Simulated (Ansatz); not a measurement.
The parent structure is SrHfO3 in the cubic perovskite structure (space group Pm-3m, No. 221; a = 4.1058 Å). Axes: x, y, z lie along the cube axes.

Level of theory: PBEsol (Ansatz, a first-principles code; PAW; 420 eV plane waves; no spin-orbit coupling).

Base values:

- Smallest direct gap: 3.90 eV
- Pressure: -0.01 GPa
- Volume per atom: 13.84 Å³

It is then changed as follows: tensile biaxial strain of 0.76 % in the plane normal to [001], as in epitaxy on a mismatched substrate; the out-of-plane cell vector and the atoms relax.

Question: What happens to the smallest direct gap, pressure, energy relative to the base and volume per atom?

Answer: The smallest direct gap shrinks by 0.06 eV (3.90 eV → 3.84 eV); the pressure (mean of the normal stresses, compression positive) shrinks by 1.98 GPa (-0.01 GPa → -1.99 GPa); the energy goes up by 2.0 meV/atom; the volume per atom goes up by 0.17 Å³, from 13.84 Å³ to 14.01 Å³.

Spin-orbit coupling, missing from the scalar runs, can matter with Hf. Stability against distortions was not tested. Many cubic perovskites are stable only at high temperature; tilts and polar distortions were not tested.
